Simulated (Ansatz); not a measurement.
Consider GaN in the wurtzite structure (space group P6_3mc, No. 186; a = 3.218 Å, c = 5.243 Å). Axes: x lies along a and z along c of the hexagonal cell.

All numbers come from plane-wave PAW DFT at the PBE level (Ansatz, a quantum-chemistry and plane-wave program, 420 eV), no spin-orbit coupling.

For the base:

| Item | Value |
|---|---|
| Band gap | 1.71 eV |

The change: the cell is compressed by 3.00 % along z with no lateral relaxation, atoms relaxed at fixed cell.

Question: How does this affect the largest internal atomic displacement and band gap?

Answer: The largest internal atomic displacement comes out as 0.014 Å; the band gap goes up by 0.16 eV to 1.87 eV.

The cells carry an imposed strain or load. Semilocal Kohn–Sham gaps tend to fall short of experiment. Whether these cells are dynamically stable was not tested.
